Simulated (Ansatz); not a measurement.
An Ansatz (a program for electronic structure) run: hypothetical rutile SnS2 with a change (Sn vacancy); Ansatz, PBEsol, PAW, cutoff 420 eV, scalar-relativistic without spin-orbit coupling.

Input:

Ansatz 0.2 input:
```yaml
crystal:
  lattice:
    - [6.0706064789, 0, -3.787640876]
    - [0, 6.0706064789, -3.787640876]
    - [0, 6.0706064789, 3.787640876]
  atoms:
    - { symbol: Sn, position: [-0.0058649892, 0.4948004676, 0.5010092742] }
    - { symbol: Sn, position: [0.495574338, 0.75514788, 0.7469089943] }
    - { symbol: Sn, position: [0.4970555152, 0.2530938693, 0.2501957671] }
    - { symbol: S, position: [0.3118161788, -0.008115106, 0.3182768044] }
    - { symbol: S, position: [0.3117539726, 0.4998483377, 0.8104078431] }
    - { symbol: S, position: [0.8076528334, 0.4431280586, 0.7512780621] }
    - { symbol: S, position: [0.800996658, 0.944391769, 0.2504816137] }
    - { symbol: S, position: [0.1970445158, 0.0538947902, 0.7565931162] }
    - { symbol: S, position: [0.1895025642, 0.5577482616, 0.2548607086] }
    - { symbol: S, position: [0.6954816743, 0.0018481128, 0.6916479837] }
    - { symbol: S, position: [0.6961159698, 0.5019424464, 0.1923420862] }
basis: { ecutwfc: 420, ecutrho_ratio: 4, xc_grid: 2, fft_grid_basis: typed }
kpoints: { mp_grid: { grid: [4, 4, 4] } }
hamiltonian:
  xc: pbesol
  dispersion: none
  pseudopotentials: { kind: paw }
scf: { occupations: { method: fermi_dirac, width: 0.05 }, convergence: { dr2_threshold: 0.0000000011 } }
relax: { f_tol: 0.02, max_steps: 45 }
output: { forces: true, stress: true }
checkpoint: { write: state.ck, write_every: 1000 }
```

Output (explanatory and most iteration lines left out):

```
Relaxation: its limit of steps is 45 (relax.max_steps)
Pseudopotential: Sn, paw, valence charge 14
Pseudopotential: S, paw, valence charge 6
Crystal: 11 atoms, lattice volume = 279.166 Å³
Basis set: ecut = 420 eV, 5449 PW (Γ), exchange–correlation on 96×96×96 points (8 copies of the dense FFT grid, shifted against one another)
Bands: 56, of which v1, the nominal top of the filled ones, is band 45 counted from 1 (44 counted from 0)
Symmetry: 1 space group operations
Space group: P1 (ITA 1), of the structure as read, at distance tolerance 6.5e-5 Å
k-points: 36 of 64 (time reversal used)
Functional: x = pbesol(κ = 0.804, μ = 0.12345679012345678), c = pbesol(β = 0.046)
SCF iter   1: F=—  HF=-24926.139750 eV  |F-HF|=—  |Δ(HF+E_count)|=         —  Δρ=5.82e-3  dr2=2.15e-1  ethr=1.77e-3  ⟨swp⟩=7.3  Hψ=9026  notcnv=0  defer=33
SCF iter   2: F=—  HF=-24926.102274 eV  |F-HF|=—  |Δ(HF+E_count)|=   3.75e-2  Δρ=2.55e-3  dr2=3.22e-2  ethr=2.38e-4  ⟨swp⟩=2.7  Hψ=3340  notcnv=0  defer=134
SCF 1 converged in 12 iterations: F = -24926.098746 eV  dr2 = 1.76e-10
relax step   1: F+E_penalty+E_count = -24926.09874572 eV  Δ(F+E_penalty+E_count) = +0.000e0 eV  max|allowed force component| = 8.687e-1 eV/Å  Δτ_max = 0.0000 Å  (12 SCF iters, accepted)
Crystal: 11 atoms, lattice volume = 279.166 Å³
SCF iter   1: F=—  HF=-24926.496199 eV  |F-HF|=—  |Δ(HF+E_count)|=         —  Δρ=7.28e-3  dr2=1.91e-1  ethr=2.08e-4  ⟨swp⟩=1.2  Hψ=8872  notcnv=0  defer=119
SCF iter   2: F=—  HF=-24926.468776 eV  |F-HF|=—  |Δ(HF+E_count)|=   2.74e-2  Δρ=3.77e-3  dr2=5.70e-2  ethr=2.08e-4  ⟨swp⟩=1.8  Hψ=1948  notcnv=0  defer=119
SCF 2 converged in 11 iterations: F = -24926.459191 eV  dr2 = 2.81e-10
relax step   2: F+E_penalty+E_count = -24926.45919111 eV  Δ(F+E_penalty+E_count) = -3.604e-1 eV  max|allowed force component| = 3.627e-1 eV/Å  Δτ_max = 0.1985 Å  (11 SCF iters, accepted)
Crystal: 11 atoms, lattice volume = 279.166 Å³
SCF iter   1: F=—  HF=-24926.486190 eV  |F-HF|=—  |Δ(HF+E_count)|=         —  Δρ=2.53e-3  dr2=2.92e-2  ethr=1.04e-4  ⟨swp⟩=5.7  Hψ=5892  notcnv=0  defer=131
SCF iter   2: F=—  HF=-24926.482658 eV  |F-HF|=—  |Δ(HF+E_count)|=   3.53e-3  Δρ=1.19e-3  dr2=6.96e-3  ethr=3.24e-5  ⟨swp⟩=1.0  Hψ=2340  notcnv=0  defer=131
SCF 3 converged in 9 iterations: F = -24926.481899 eV  dr2 = 6.60e-10
relax step   3: F+E_penalty+E_count = -24926.48189901 eV  Δ(F+E_penalty+E_count) = -2.271e-2 eV  max|allowed force component| = 1.053e-1 eV/Å  Δτ_max = 0.0387 Å  (9 SCF iters, accepted)
Crystal: 11 atoms, lattice volume = 279.166 Å³
SCF iter   1: F=—  HF=-24926.490584 eV  |F-HF|=—  |Δ(HF+E_count)|=         —  Δρ=2.19e-3  dr2=2.18e-2  ethr=3.48e-4  ⟨swp⟩=4.6  Hψ=4533  notcnv=0  defer=131
SCF iter   2: F=—  HF=-24926.488042 eV  |F-HF|=—  |Δ(HF+E_count)|=   2.54e-3  Δρ=1.02e-3  dr2=5.07e-3  ethr=2.43e-5  ⟨swp⟩=1.0  Hψ=2340  notcnv=0  defer=131
SCF 4 converged in 9 iterations: F = -24926.487564 eV  dr2 = 5.47e-10
relax step   4: F+E_penalty+E_count = -24926.48756368 eV  Δ(F+E_penalty+E_count) = -5.665e-3 eV  max|allowed force component| = 1.318e-2 eV/Å  Δτ_max = 0.0368 Å  (9 SCF iters, accepted)
SCF converged after 9 iterations
Free energy (F): -24926.487564 eV
Internal energy: -24926.375068 eV  (E = F + TS)
E sigma→0 (E₀):  -24926.431316 eV
Entropy (-TS):   -0.112496 eV (-10.227 meV/atom)
Fermi energy:    4.566164 eV
--- Forces (eV/Å), atoms counted from 1 ---
  atom   1  Sn    -0.00412708     0.00076589    -0.00303987
  atom   2  Sn     0.00450228     0.00105026    -0.00637645
  atom   3  Sn     0.00462050    -0.00054572     0.01318360
  atom   4  S      0.00502487     0.00010519    -0.00081241
  atom   5  S      0.00364238     0.00105896    -0.00137381
  atom   6  S     -0.00160978    -0.00099729    -0.00113313
  atom   7  S     -0.00375233     0.00573926    -0.00056067
  atom   8  S      0.00150981    -0.00137620    -0.00661603
  atom   9  S      0.00272064    -0.00026029     0.00709902
  atom  10  S     -0.00507987     0.00729410     0.00158433
  atom  11  S     -0.00743961    -0.01282788    -0.00195335
--- Stress (GPa, compression-positive) ---
       -5.117735       1.263029       0.001521
        1.263029      -5.110949      -0.007246
        0.001521      -0.007246      -4.406680
  P = ⅓ Tr σ = -4.8785 GPa (-48.785 kbar)
--- Relaxed structure (4 steps of the walk, 4 accepted, 0 SCFs on fresh bases) ---
  atoms:
    - { symbol: Sn, position: [-0.000561572244128578, 0.49925270303327807, 0.5033319883873242] }
    - { symbol: Sn, position: [0.49850852085204, 0.7701849743019091, 0.7328350697985524] }
    - { symbol: Sn, position: [0.49770645288213483, 0.23386192789295016, 0.2698085406362974] }
    - { symbol: S, position: [0.2837857567176867, 0.0011697289090966032, 0.286231124677223] }
    - { symbol: S, position: [0.3134977842301637, 0.49602575997925974, 0.8114373160532515] }
    - { symbol: S, position: [0.8081421919260047, 0.43093021266043424, 0.7641272720317971] }
    - { symbol: S, position: [0.8073322470898722, 0.9512619805890408, 0.24219969313546086] }
    - { symbol: S, position: [0.1914364567771156, 0.046622223606402446, 0.7637440844721761] }
    - { symbol: S, position: [0.19035593727414135, 0.5697567489174737, 0.2415210955900675] }
    - { symbol: S, position: [0.7163236957199105, -0.0012208619159264332, 0.716215980824474] }
    - { symbol: S, position: [0.6906017596750594, 0.4998834892260812, 0.19255008799337658] }
```

In so small a cell the defect repeats every few ångströms: this is an ordered compound, not a dilute defect. The mesh was chosen for an insulator and is coarse for the gapless case. The final runs are not spin-polarised. The cell was made from SnS2 in the rutile structure (space group P4_2/mnm, No. 136; a hypothetical phase, not in the database extracts checked) by this change: Sn vacancy. The defect cell is not spin-polarised.
